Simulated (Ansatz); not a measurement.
Ru on the 1x1 (0001) surface of hcp Co, ferromagnetic, one in a 2x2 cell, energies for each (21.5 Å²). Energies are against an atom of hcp Ru, without zero-point or thermal terms; each row is named by its start. No converged result for: 5 more starts.

The numbers are results of PBE (plane waves to 420 eV, PAW; Ansatz, a first-principles code), not measurements.

Model: 17-atom slab, 6.0 Å thick at the start under the adsorbate (thin: gaps and levels are the slab's own), 7x7x1 mesh, Fermi-Dirac 0.1 eV, dipole correction, 8 atoms held, the rest relaxed; each run with such symmetry as its start has; spin-polarised, no spin-orbit, no U, no dispersion correction.

A negative adsorption energy means that the adsorbate is more stable on the surface than in its reference. Heights count from the host atoms within 0.3 Å of the top one.

```csv
starting site,E_ads (eV),height (Å),nearest host atom (Å),bonded to,Δ work function (eV),lateral drift (Å),moment (μB)
top Co,2.80,1.59,Co 2.18,7 Co,-1.14,0.0,29.2
hollow Co-Co-Co,2.10,1.78,Co 2.36,3 Co,-1.34,0.0,29.2
```
